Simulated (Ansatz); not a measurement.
**Migration barriers: interstitial H in beta Ga2O3 strained by +1.5 % along x and y, z held, charge state +1**

System: interstitial H in beta Ga2O3 strained by +1.5 % along x and y, z held (charge state +1). Method: PBE, PAW (plane waves to 420 eV; Ansatz, a program for electronic structure).

Settings: 120 host sites, the strained lattice (strain from the relaxed PBE one, atoms relaxed), the Γ point alone, smearing 0.01 eV, spin-restricted, no image-charge correction. No zero-point or tunnelling terms. The charge state is imposed; whether it is stable for some Fermi level was not computed. Sites that were not tried may lie lower.

Barriers: single points on a 2×2×2 k-point mesh shifted by half a step at the bands' geometries.

```tsv
Route	Start site over the lowest site run (eV)	Hop (Å)	Forward barrier (eV)	Backward barrier (eV)	Neighbours at the start	Neighbours at the saddle	Saddle order	Forward, on the band's own sampling (eV)
several atoms move together, H the farthest	0.00	2.84	1.30	1.14	O at 1.07, O at 1.41 Å	Ga at 2.00; O at 0.96 Å	not checked, on a symmetry element	1.30
```

Paths come from CI-NEB runs.  A band can be held on a symmetry element, so unchecked saddle points there may be too high. 1 more band(s) gave no usable saddle point.

The whole set of runs took very roughly 9 core-hours.
